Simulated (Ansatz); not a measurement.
Start from Ru in the hcp (Mg type) structure (space group P6_3/mmc, No. 194; a = 2.676 Å, c = 4.224 Å; relaxed with 0.1 eV smearing). Axes: x lies along a and z along c of the hexagonal cell.

The values are results of LDA (Ansatz, a first-principles code), no SOC, not measurements.

Now apply this change: biaxial strain −1.00 %, plane normal [001], relaxed out of plane (Cartesian); in-plane vectors clamped, the third vector and the atoms free.

Task: How does this affect the in-plane stress and out-of-plane strain?

Result: The mean in-plane stress (compression positive) is +8.1 GPa; the out-of-plane strain amounts to +0.55 %.

No phonon test of stability was made. All final runs are without spin polarisation.
